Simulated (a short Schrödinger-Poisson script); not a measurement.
# MOS inversion layer, Al2O3 on p-type Si(100)

Stack: MOS inversion layer, Al2O3 on p-type Si(100), at 400 K.

```tsv
layer	material	thickness (nm)	Na (cm⁻³)
1	Al2O3	2.3	-
2	Si	210	4.1e18
```

Constants are typed, rounded textbook-type inputs, not results; the design itself was drawn at random and stands for no fabricated device. Al2O3: permittivity 9, conduction-band edge (eV) 2.7, gap (eV) 6.8, electron mass (mₑ) 0.3. Si: permittivity 11.7, conduction-band edge (eV) 0, gap (eV) 1.124, Nv at 300 K (cm⁻³) 3.1e19.

Channel valleys (confinement mass, in-plane density-of-states mass, number): Δ2 0.916, 0.19, 2; Δ4 0.19, 0.417, 4. At the gate the conduction-band edge of layer 1 lies 2.77 eV − eVg above the Fermi level of the channel; the field vanishes at the back. Gaps are held at their typed values at every temperature. Mesh 0.03 nm at interfaces.

Solved with a short Schrödinger-Poisson script written for these runs: 1D Poisson equation in equilibrium, electrons quantum, Hartree (BenDaniel-Duke, 12 states a valley, the channel's in-plane mass for all, wave functions free to enter the dielectric), parabolic valleys, classical holes, full ionisation, no traps, pinning or gate leakage.

| Vg (V) | electrons (cm⁻²) | C (μF/cm²) | Δ2 E0 (meV) | Δ2 E1 (meV) | Δ4 E0 (meV) | Δ4 E1 (meV) |
|---|---|---|---|---|---|---|
| 0.1 | 3.96e7 | 0.566 | 419.9 | 536.8 | 504.9 | 690.2 |
| 0.15 | 1.20e8 | 0.553 | 381.0 | 500.5 | 467.7 | 657.7 |
| 0.2 | 3.70e8 | 0.542 | 341.8 | 463.8 | 430.1 | 624.7 |
| 0.25 | 1.15e9 | 0.533 | 302.5 | 426.9 | 392.2 | 591.2 |
| 0.3 | 3.57e9 | 0.529 | 262.9 | 389.7 | 354.1 | 557.3 |
| 0.35 | 1.11e10 | 0.541 | 223.4 | 352.4 | 316.0 | 523.3 |
| 0.4 | 3.41e10 | 0.597 | 184.3 | 315.6 | 278.3 | 489.5 |
| 0.45 | 9.92e10 | 0.754 | 147.0 | 280.4 | 242.4 | 457.2 |
| 0.5 | 2.56e11 | 1.06 | 113.8 | 249.3 | 210.5 | 428.6 |
| 0.55 | 5.47e11 | 1.42 | 86.7 | 224.4 | 184.7 | 405.7 |
| 0.6 | 9.72e11 | 1.73 | 65.7 | 205.5 | 165.1 | 388.6 |
| 0.65 | 1.50e12 | 1.96 | 49.3 | 191.4 | 150.2 | 375.7 |
| 0.7 | 2.10e12 | 2.11 | 36.2 | 180.4 | 138.5 | 365.9 |
| 0.75 | 2.75e12 | 2.22 | 25.2 | 171.6 | 129.0 | 358.1 |
| 0.8 | 3.44e12 | 2.30 | 15.8 | 164.4 | 121.0 | 351.8 |
| 0.85 | 4.15e12 | 2.37 | 7.5 | 158.2 | 114.1 | 346.4 |
| 0.9 | 4.88e12 | 2.42 | 0.0 | 152.9 | 108.0 | 341.9 |
| 0.95 | 5.63e12 | 2.46 | -6.8 | 148.3 | 102.6 | 337.9 |
| 1 | 6.39e12 | 2.49 | -13.1 | 144.1 | 97.6 | 334.4 |
| 1.05 | 7.17e12 | 2.52 | -19.0 | 140.4 | 93.1 | 331.3 |
| 1.1 | 7.95e12 | 2.55 | -24.6 | 136.9 | 88.9 | 328.4 |

Subbands count from the Fermi level.
